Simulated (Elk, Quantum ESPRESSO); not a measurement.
A Quantum ESPRESSO input for a self-consistent single point of CdF2 (Fm-3m, 3 atoms in the cell) (DFT, PBEsol, plane waves, PseudoDojo standard norm-conserving (PBESOL) pseudopotentials):

```fortran
&control
 calculation = 'scf',
 outdir = './tmp',
 pseudo_dir = './',
 tprnfor = .true.,
 tstress = .true.,
/
&system
 ibrav = 0,
 celldm(1) = 7.1257812738,
 nat = 3,
 ntyp = 2,
 ecutwfc = 105,
 occupations = 'smearing',
 smearing = 'fermi-dirac',
 degauss = 0.00147,
/
&electrons
 conv_thr = 1.0d-10,
 mixing_beta = 0.7,
/
ATOMIC_SPECIES
Cd   112.4140  Cd.upf
F     18.9984  F.upf
ATOMIC_POSITIONS angstrom
Cd    0.0000000000    0.0000000000    0.0000000000
F     1.3331795000    1.3331795000    1.3331795000
F     3.9995385000    3.9995385000    3.9995385000
K_POINTS automatic
7 7 7  0 0 0
CELL_PARAMETERS alat
   0.0000000000     0.7071067812     0.7071067812
   0.7071067812     0.0000000000     0.7071067812
   0.7071067812     0.7071067812     0.0000000000
```

Question: Translate this input to Elk.

Answer: This is the input that was run; spellings and numerical settings could be chosen otherwise.

```
tasks
  0

xctype
  22

tforce
  .true.

rgkmax
  7.5

gmaxvr
  18.0

lmaxapw
  10

lmaxo
  8

nxlo
  2

lorbcnd
  .true.

lradstp
  2

nrmtscf
  2.0

rmtscf
  0.91

lmaxi
  4

stype
  3

swidth
  0.000734986

avec
    0.0000000000    5.0386882599    5.0386882599
    5.0386882599    0.0000000000    5.0386882599
    5.0386882599    5.0386882599    0.0000000000

atoms
  2   : nspecies
  'Cd.in'   : spfname
  1   : natoms; atposl, bfcmt below
  0.0000000000  0.0000000000  0.0000000000    0.0 0.0 0.0
  'F.in'   : spfname
  2   : natoms; atposl, bfcmt below
  0.2500000000  0.2500000000  0.2500000000    0.0 0.0 0.0
  0.7500000000  0.7500000000  0.7500000000    0.0 0.0 0.0

ngridk
  7 7 7
```

Basis, cutoffs, solver keys and any potentials are the target program's own. This input uses DFT, PBEsol, all-electron FP-LAPW, Elk's shipped species files, APW+lo basis with extra local orbitals. Both were run: gap on the mesh 3.123 eV in Quantum ESPRESSO and 3.100 in Elk.

On Elk: the starting cell comes from a database of computed structures (which also holds hypothetical and non-ambient phases and stackings), without a prior relaxation at this level. Its lattice was rescaled by a random factor within 2.5 % of one. For this run, on top of that: lattice scaled by 0.98. Values depend on the basis (sphere radii, cutoffs, local orbitals), which need not be converged.

On Quantum ESPRESSO: the starting cell comes from a database of computed structures (which also holds hypothetical and non-ambient phases and stackings), without a prior relaxation at this level. Its lattice was rescaled by a random factor within 2.5 % of one. For this run, on top of that: lattice scaled by 0.98. With a pressure of about 3 GPa the cell is away from its equilibrium volume at this level.
